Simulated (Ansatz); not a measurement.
# A computed series for LaBi: pressure series

The reference is LaBi in the rock salt structure (space group Fm-3m, No. 225; a = 6.662 Å).

Cell and atoms are relaxed at each pressure.

All numbers come from Ansatz (a quantum-chemistry and plane-wave program) r2SCAN, no spin-orbit coupling.

Two rows of this table had their results exchanged by mistake.

```tsv
pressure	volume per atom (Å³)	shortest distance (Å)	band gap
pressure −2 GPa	38.60	3.380	zero
pressure −1 GPa	24.89	2.920	zero
pressure 1.8 GPa	35.76	3.294	zero
pressure 4.2 GPa	34.42	3.253	zero
pressure 9 GPa	32.31	3.185	zero
pressure 18 GPa	29.55	3.092	zero
pressure 30 GPa	27.06	3.002	zero
pressure 45 GPa	37.74	3.354	zero
pressure 60 GPa	23.29	2.856	zero
```

Q: Which two?

A: The rows for pressure −1 GPa and pressure 45 GPa: the volume has to fall steadily with pressure, so 37.74 Å³ belongs to pressure −1 GPa and 24.89 Å³ to pressure 45 GPa.

With Bi present, leaving out spin-orbit coupling can change the band edges. Load acts through the strain it causes; cell and atoms are relaxed under it. Stability against distortions was not tested. Competing high-pressure phases were not computed.
